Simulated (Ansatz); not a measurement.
We consider AlB2-type MgB₂, described by HSE06 (plane waves, PAW; Ansatz, a first-principles code).

Run with plane-wave cutoff 500 eV, 12×12×8 k mesh (along the axes of the cell as run), Fermi–Dirac smearing 0.05 eV, scalar-relativistic PAW data made under PBE.

Computed at the level's own relaxed cell.

Task: Estimate the equilibrium volume per atom, equilibrium lattice constant a and lattice parameter c that the calculation returns.

Result: 
- equilibrium volume per atom = 9.51 Å³/atom
- equilibrium lattice constant a = 3.072 Å
- lattice parameter c = 3.491 Å

Measured, for comparison: lattice constant a 3.083 Å, lattice parameter c 3.521 Å (300 K, no zero-point or thermal correction; as tabulated in Loa et al. (2002), arXiv:cond-mat/0206051). Computed (rounded) less measured: lattice constant a -0.4 %, lattice parameter c -0.9 %. A static lattice is as a rule a little smaller and stiffer than an uncorrected measurement, which narrows the difference in the lattice constant a, lattice parameter c and would widen misses of the other sign.

Note: exact exchange on metals is sensitive to the k mesh and can open a false gap.

The result took very roughly 12 core-minutes.
